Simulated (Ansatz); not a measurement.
Given:

```xyz
2
Lattice="0.0000 2.6624 2.7600 2.6624 0.0000 2.7600 2.6624 2.6624 0.0000" Properties=species:S:1:pos:R:3 pbc="T T T"
Si     0.0000     0.0000     0.0000
Si     1.3312     1.3312     1.3800
```

The numbers are results of HSE06, rigid bands (plane waves, PAW, scalar-relativistic; Ansatz, a quantum-chemistry and plane-wave program), not measurements. Condition of this run: biaxial stress in (001) of 3.6 GPa (compression positive) (the target of the relaxation). Cell: cell and atoms relaxed with PBEsol, then loaded as said.

Problem. Predict the hole conductivity mass (n e² τ/σ) at 300 K, by direction if it differs.

Solution. 0.25 (x), 0.25 (y), 0.30 (z) mₑ.

Problem. Predict the electron conductivity mass (n e² τ/σ) at 300 K, by direction if it differs.

Solution. 0.33 (x), 0.33 (y), 0.20 (z) mₑ.

Problem. And the band gap?

Solution. 0.88 eV at this level.

Rigid bands, one relaxation time for all states, no polarons. Spin-orbit coupling is left out; where it splits the top of the valence band it changes the hole mass and lowers the gap by about a third of the splitting. Geometry: cell and atoms relaxed with PBEsol.
